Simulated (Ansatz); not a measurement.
The reference is W in the bcc (W type) structure (space group Im-3m, No. 229; a = 3.1688 Å; relaxed with 0.1 eV smearing). Axes: x, y, z lie along the cube axes.

Structures relaxed with r2SCAN in Ansatz (plane waves to 500 eV, PAW, spin-orbit coupling left out).

Base:

Simulated powder pattern, Cu Kα1, λ = 1.54056 Å (kinematic, ideal powder, no thermal factors, no anomalous dispersion; the 8 strongest lines at most, above 2 %, up to 2θ = 90°):

```tsv
2θ (°)	I/Imax (%)	hkl
40.21	100	(110)
58.18	17	(200)
73.09	36	(211)
86.87	12	(220)
```

One thing is altered: tensile biaxial strain of 1.50 % in the plane normal to [001], as in epitaxy on a mismatched substrate; the out-of-plane cell vector and the atoms relax.

Task: How do the reflections move or split?

Result: 
Simulated powder pattern, Cu Kα1, λ = 1.54056 Å (kinematic, ideal powder, no thermal factors, no anomalous dispersion; the 8 strongest lines at most, above 2 %, up to 2θ = 90°):

| 2θ (°) | d (Å) | I/Imax (%) | hkl |
|---|---|---|---|
| 39.59 | 2.274 | 52 | (110) |
| 40.13 | 2.245 | 100 | (101) |
| 57.24 | 1.608 | 18 | (200) |
| 58.87 | 1.567 | 8.4 | (002) |
| 72.20 | 1.307 | 37 | (211) |
| 73.28 | 1.291 | 18 | (112) |
| 85.28 | 1.137 | 6.2 | (220) |
| 86.66 | 1.122 | 12 | (202) |

The indices refer to the base's conventional cell; one index is shown for lines that coincide. The space group is now I4/mmm (No. 139).

Whether these cells are dynamically stable was not tested. The final runs are not spin-polarised.

Ansatz is an electronic-structure program.
